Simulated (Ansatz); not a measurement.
Base system: PbSe in the rock salt structure (space group Fm-3m, No. 225; a = 6.041 Å).

Calculations: LDA (Ansatz, a quantum-chemistry and plane-wave program; PAW; 420 eV plane waves; no spin-orbit coupling).

One change was made to it. Results:

```
quantity                             base        after
-----------------------------  ----------  -----------
density                        8.62 g/cm³  10.88 g/cm³
shortest interatomic distance     3.020 Å      2.796 Å
```

Problem. Which of these changes matches the shifts?
(A) pressure 22.5 GPa
(B) pressure 0.9 GPa
(C) pressure −2 GPa

Solution. A, pressure 22.5 GPa. For comparison, the density in the other runs: pressure 0.9 GPa gives 8.75 g/cm³; pressure −2 GPa gives 8.30 g/cm³.

Load acts through the strain it causes; cell and atoms are relaxed under it. Whether these cells are dynamically stable was not tested. Competing high-pressure phases were not computed. The final runs are not spin-polarised.
